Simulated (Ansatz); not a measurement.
Consider the energy of the reaction as written. Reaction: cell B → cell A. The sign is products less reactants.

Cell A: a sheet of composition Pd2, 2 atoms, hexagonal cell of 4.29 Å (15.9 Å²), symmetry P6/mmm, 0.0 Å thick under 16 Å of vacuum, in-plane vectors relaxed; planes from bottom to top: Pd2, all atoms in one plane; a model cell; spin state with PBE: no moments, k-point mesh 18×18×1.
```
CELL_PARAMETERS angstrom
      4.28783     0.00000     0.00000
     -2.14392     3.71337     0.00000
      0.00000     0.00000    16.00000
ATOMIC_POSITIONS crystal
  Pd 0.33333 0.66667 0.50000
  Pd 0.66667 0.33333 0.50000
```

Cell B: a sheet of composition Pd2, 2 atoms, hexagonal cell of 2.70 Å (6.3 Å²), symmetry P-3m1, 2.3 Å thick under 15 Å of vacuum, in-plane vectors relaxed; planes from bottom to top: Pd × 2; a model cell; spin state with PBE: no moments, k-point mesh 18×18×1.
```
CELL_PARAMETERS angstrom
      2.70017     0.00000     0.00000
     -1.35009     2.33842     0.00000
      0.00000     0.00000    16.86645
ATOMIC_POSITIONS crystal
  Pd 0.33333 0.66667 0.56926
  Pd 0.66667 0.33333 0.43074
```

Plane-wave PAW calculations with Ansatz (a program for electronic structure), its PAW set soft_1, cutoff 420 eV. The structures are at rest with PBE. Neutral cells; Fermi-Dirac smearing of at most 0.10 eV in the solids, energies taken to zero width. A dispersion term (D3(BJ), or D4 for r2SCAN) was computed beside these levels and is taken off wherever the name lacks it. Nuclei at rest; no vibrational terms. The cells' k-point meshes differ in density, so the last digit is unsettled. Cell A has symmetry P6/mmm and got no random move, so less symmetric positions, which may lie lower, weren't tried. Cell B has symmetry P-3m1 and got no random move, so less symmetric positions, which may lie lower, weren't tried.

### Question
What value does PBE give?

### Answer
2.44 eV, for cell B → cell A.
